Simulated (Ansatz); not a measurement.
# Os: response to strain

The parent structure is Os in the hcp (Mg type) structure (space group P6_3/mmc, No. 194; a = 2.7380 Å, c = 4.3184 Å; relaxed with 0.1 eV smearing). Axes: x lies along a and z along c of the hexagonal cell.

Strains are applied to the cell and any free atomic positions relax; under biaxial strain the out-of-plane vector relaxes too; under stress the whole cell relaxes.

Calculations: r2SCAN, PAW, 500 eV (Ansatz, a first-principles code; no SOC).

Notes on the quantities. energy relative to the base: free energy F.

```json
[
 {"change": "base", "energy relative to the base": "0 meV/atom", "shortest interatomic distance": "2.676 Å", "space group": "P6_3/mmc (No. 194)"},
 {"change": "biaxial strain −0.43 %, plane normal [001], relaxed out of plane", "energy relative to the base": "–", "shortest interatomic distance": "2.676 Å", "space group": "P6_3/mmc (No. 194)"},
 {"change": "biaxial strain +0.43 %, plane normal [001], relaxed out of plane", "energy relative to the base": "–", "shortest interatomic distance": "2.676 Å", "space group": "P6_3/mmc (No. 194)"},
 {"change": "isotropic strain −1.52 %", "energy relative to the base": "+41 meV/atom", "shortest interatomic distance": "2.635 Å", "space group": "P6_3/mmc (No. 194)"},
 {"change": "uniaxial strain ε_yy = −1.02 %", "energy relative to the base": "+3.7 meV/atom", "shortest interatomic distance": "2.668 Å", "space group": "Cmcm (No. 63)"},
 {"change": "uniaxial strain ε_yy = +0.66 %", "energy relative to the base": "+1.5 meV/atom", "shortest interatomic distance": "2.678 Å", "space group": "Cmcm (No. 63)"},
 {"change": "uniaxial stress, 3 GPa compression along x", "energy relative to the base": "+0.6 meV/atom", "shortest interatomic distance": "2.675 Å", "space group": "Cmcm (No. 63)"},
 {"change": "tensor shear ε_xz = −3.95 %", "energy relative to the base": "+73 meV/atom", "shortest interatomic distance": "2.596 Å", "space group": "C2/c (No. 15)"},
 {"change": "uniaxial stress, 2 GPa compression along z", "energy relative to the base": "+0.2 meV/atom", "shortest interatomic distance": "2.672 Å", "space group": "P6_3/mmc (No. 194)"},
 {"change": "uniaxial stress, 1 GPa compression along x", "energy relative to the base": "+0.1 meV/atom", "shortest interatomic distance": "2.676 Å", "space group": "Cmcm (No. 63)"}
]
```

Beyond what the load breaks, stability against distortions was not tested. All final runs are without spin polarisation.
